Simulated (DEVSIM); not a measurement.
Structure: abrupt GaP n-p junction, at 300 K.

Layer 1 from the left is GaP, thickness (μm) 8.10, Nd (cm⁻³) 1.1e16, τn (s) 1.6e-6, τp (s) 1.6e-6. Layer 2 from the left is GaP, thickness (μm) 230, Na (cm⁻³) 3.9e16, τn (s) 1.6e-6, τp (s) 1.6e-6.

Left contact: ohmic. Right contact: ohmic. Voltage is applied to the left contact. Recombination: SRH at mid-gap, Auger. Mobility is μmin + (μ − μmin)/(1 + (N/Nref)^α).

Constants are typed, rounded textbook-type inputs, not results; the design itself was drawn at random and stands for no fabricated device. Values at 300 K.

GaP: gap (eV) 2.26, affinity (eV) 3.8, permittivity 11.1, Nc (cm⁻³) 1.8e19, Nv (cm⁻³) 1.9e19, μn (cm²/Vs) 250, μp (cm²/Vs) 150, μn,min 10, μp,min 10, Nref,n 4.4e18, Nref,p 1e18, αn 0.8, αp 0.85, Cn (cm⁶/s) 1e-30, Cp (cm⁶/s) 1e-30.

Q: Estimate by hand the built-in potential, the peak field at zero bias, the capacitance at 1.5 V, and compare with a numerical solution.

A: 
- Built-in potential: ni = √(Nc Nv) exp(−Eg/2kT) = 1.92 cm⁻³ with Eg = 2.260 eV; Vbi = kT/q ln(Na Nd/ni²) = 1.909 V; numerical 1.909 V.
- Peak field at zero bias: depletion approximation: W = √(2εVbi/(qN)) = 0.522 μm with N = 8.58e15 cm⁻³; field = 2Vbi/W = 73100 V/cm; numerical 72100 V/cm (estimate above by 1.4 %).
- Capacitance at 1.5 V: C = √(qεN / 2(Vbi + |V|)) = 14.1 nF/cm²; numerical 14.2 nF/cm² (estimate below by 0.78 %).

Simulated with DEVSIM: 1D drift-diffusion, Boltzmann statistics, complete ionisation; no tunnelling, impact ionisation, image-force lowering or self-heating.
